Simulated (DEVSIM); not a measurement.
Structure: abrupt Si n-p junction, at 300 K.

| layer (left to right) | material | thickness (μm) | Nd (cm⁻³) | Na (cm⁻³) | τn (s) | τp (s) |
|---|---|---|---|---|---|---|
| 1 | Si | 4.70 | 4.3e17 | - | 3.5e-5 | 3.5e-5 |
| 2 | Si | 3.80 | - | 7.7e14 | 3.5e-5 | 3.5e-5 |

Left contact: ohmic. Right contact: ohmic. Voltage is applied to the left contact. Recombination: SRH at mid-gap. Mobility is μmin + (μ − μmin)/(1 + (N/Nref)^α).

The device is made up for the run: typed textbook-type constants, with dimensions and the other settings drawn at random. Values at 300 K.

```csv
parameter,Si
gap (eV),1.124
affinity (eV),4.05
permittivity,11.7
Nc (cm⁻³),2.86e19
Nv (cm⁻³),3.1e19
μn (cm²/Vs),1417
μp (cm²/Vs),470
"μn,min",52
"μp,min",45
"Nref,n",9.7e16
"Nref,p",2.2e17
αn,0.68
αp,0.72
```

Simulated with DEVSIM: 1D drift-diffusion, Boltzmann statistics, complete ionisation; no tunnelling, impact ionisation, image-force lowering or self-heating.

The thickness of layer 2 was swept, all else fixed.

```csv
thickness of layer 2 (μm),dark forward voltage at 1 A/cm² (V),dark forward voltage at 100 A/cm² (V)
0.76,0.445,0.598
1.3,0.476,0.624
2.3,0.497,0.647
3.8,0.513,0.670
6.5,0.529,0.694
11,0.545,0.719
19,0.561,0.747
```

From the first row to the last the dark forward voltage at 1 A/cm² goes from 0.445 to 0.561. From the first row to the last the dark forward voltage at 100 A/cm² goes from 0.598 to 0.747.
